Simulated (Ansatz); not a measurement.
Functionals compared on the (11-21) surface of hcp Zr in its 1x1 cell, outermost plane spacing 0.77 Å in the ideal cut, in Ansatz (plane waves, PAW). The structure was relaxed with PBE; the other rows are single points on it, each with its references at the same level. Cutoff 420 eV (500 eV for r2SCAN).

Set-up: 14 atoms, 10.0 Å thick at the start (thin: gaps and levels are the slab's own); mesh 8x7x1; 0.1 eV smearing; dipole correction on; all atoms relaxed; held to the start's symmetry, so lower structures may exist; no spin, no spin-orbit, no U. These notes are the PBE run's.

```csv
functional,surface energy (J/m²),work function of the top face (eV),rough cost of the single point
PBE,1.74,3.40,–
LDA,1.96,3.64,around 2.1 core-minutes (rough)
PBEsol,1.91,3.47,around 2.2 core-minutes (rough)
RPBE,1.61,3.26,about 2.3 core-minutes (a rough figure)
r2SCAN,1.85,3.36,around 5 core-minutes (rough)
```

Ansatz is an electronic-structure program.
